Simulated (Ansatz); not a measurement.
BN (model structure, started from the SiC type, P3m1, No. 156, 20 atoms in the cell) was calculated with r²SCAN+rVV10 (Ansatz, an electronic-structure program, plane waves, PAW).

Run with plane-wave cutoff 560 eV, 18×18×2 k mesh (along the axes of the cell as run), Fermi–Dirac smearing 0.01 eV, scalar-relativistic PAW data made under PBE.

Cell (relaxed at this level):

```
BN
1.0
    2.54676     0.00000     0.00000
   -1.27338     2.20556     0.00000
    0.00000     0.00000    20.90230
B N
10 10
Direct
  0.00000   0.00000   0.19983
  0.00000   0.00000   0.40004
  0.33333   0.66667   0.29967
  0.00000   0.00000   0.60022
  0.33333   0.66667   0.99984
  0.33333   0.66667   0.70002
  0.66667   0.33333   0.90000
  0.00000   0.00000   0.80040
  0.66667   0.33333   0.10022
  0.66667   0.33333   0.49985
  0.33333   0.66667   0.77537
  0.33333   0.66667   0.07520
  0.00000   0.00000   0.67491
  0.00000   0.00000   0.27457
  0.66667   0.33333   0.17494
  0.66667   0.33333   0.57520
  0.00000   0.00000   0.47474
  0.66667   0.33333   0.97474
  0.33333   0.66667   0.37503
  0.00000   0.00000   0.87511
```

Problem. Give the computed band gap and direct gap at Γ.

Solution. 
- band gap = 5.74 eV (on the SCF k mesh)
- direct gap at Γ = 9.39 eV

Note: the relaxation could raise the start's symmetry but not lower it, so the cell can be a saddle point.

Computed values are for the static lattice.

The result took around 18 core-minutes (rough).

A model structure was made by putting elements into a prototype or built by hand; it is no filed structure, need not be a known phase, and can be a saddle point held by its symmetry.
